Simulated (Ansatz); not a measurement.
Consider TiC in the rock salt structure (space group Fm-3m, No. 225; a = 4.2934 Å; relaxed with 0.1 eV smearing). Axes: x, y, z lie along the cube axes.

Calculations: Kohn–Sham DFT with the PBEsol functional, run in Ansatz (a quantum-chemistry and plane-wave program) with PAW and 420 eV plane waves, spin-orbit coupling left out.

For the base:

```
Quantity          Result
---------------  -------
Volume per atom  9.89 Å³
Pressure         0.0 GPa
```

Now apply this change: biaxial strain +2.50 %, plane normal [111], relaxed out of plane (Cartesian); in-plane vectors clamped, the third vector and the atoms free.

Question: What does the calculation give for the volume per atom and pressure after the change?

Answer: The volume per atom increases by 0.34 Å³, from 9.89 Å³ to 10.23 Å³; the pressure (mean of the normal stresses, compression positive) goes from zero to -8.5 GPa.

No phonon test of stability was made. The final runs are not spin-polarised.
